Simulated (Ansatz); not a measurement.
# A constructed model of the (100) surface of fcc Cu, c(2x2) layer of I, one a cell, on the site that continues the host's stacking (bottom of the slab: a bare face, its two planes held)

These are PBE (plane waves to 420 eV, PAW; Ansatz, an electronic-structure program) values and carry that method's errors.

Model: 13-atom slab, 11.2 Å thick at the start, 10x10x1 mesh, Fermi-Dirac 0.1 eV, dipole correction, 4 atoms held, the rest relaxed; start symmetry kept, larger cells not searched; no spin, no spin-orbit, no U. It is one candidate, not shown to be the stable structure of the face.

The work function of the top face comes out as 4.49 eV and the energy released by relaxation comes out as 0.055 eV. The cost comes out as about 5 core-minutes (a rough figure).
